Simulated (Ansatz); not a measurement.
System: Be3N2 (Ia-3, No. 206). Method: BLYP in Ansatz (PAW).

Settings: plane-wave cutoff 520 eV, 6×6×6 k mesh, Fermi–Dirac smearing 0.01 eV, scalar-relativistic PAW data made under PBE.

Results at a series of volumes:

```json
[
 {"V (Å³/atom)": "6.594", "E − E_lowest (meV/atom)": "7.65", "P (GPa)": "9.21"},
 {"V (Å³/atom)": "6.732", "E − E_lowest (meV/atom)": "1.85", "P (GPa)": "4.39"},
 {"V (Å³/atom)": "6.869", "E − E_lowest (meV/atom)": "0.00", "P (GPa)": "0.00"},
 {"V (Å³/atom)": "7.007", "E − E_lowest (meV/atom)": "1.74", "P (GPa)": "-4.00"},
 {"V (Å³/atom)": "7.144", "E − E_lowest (meV/atom)": "6.76", "P (GPa)": "-7.64"}
]
```

Q: Estimate the bulk modulus from the pressures at 6.732 and 7.007 Å³/atom, and compare it with a fit to all energies.

A: B = −V dP/dV. Between V = 6.732 and 7.007 Å³/atom, dP/dV = (-4.00 − (4.39))/(7.007 − 6.732) = -30.5 GPa per Å³/atom; at the midpoint 6.870 Å³/atom this gives B ≈ 210 GPa. The third-order Birch–Murnaghan fit gives V0 = 6.869 Å³/atom, B0 = 209 GPa, B′ = 3.7, which lies within 1 % of that estimate.

Ansatz is a quantum-chemistry and plane-wave program.
